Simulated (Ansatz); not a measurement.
Where the default PAW files enter, the runs use the earlier of Ansatz's two default sets.

Input:

```xyz
2
Lattice="4.6792 0.0000 0.0000 -2.3396 4.0523 0.0000 2.3396 1.3508 3.8206" Properties=species:S:1:pos:R:3 pbc="T T T"
Rb     0.0000     0.0000     0.0000
Cl     0.0000     2.7015     1.9103
```

Space group of this cell: Fm-3m, rock salt. The cell is taken as given; by PBEsol its mean pressure is -0.5 GPa.

Transport runs along the normal of the first two printed cell vectors, the (111) plane of the conventional cell.

The gap is the functional's own. No spin-orbit coupling. Mid-gap values are interpolated on the energy grid.

Question: Estimate the band gap and the smallest decay constant κ at mid-gap that PBEsol (Ansatz, an electronic-structure program) returns for this system.

Answer: Gap 4.80 eV on a 10×10×10 mesh; κ = 0.410 1/Å, at the zone centre.
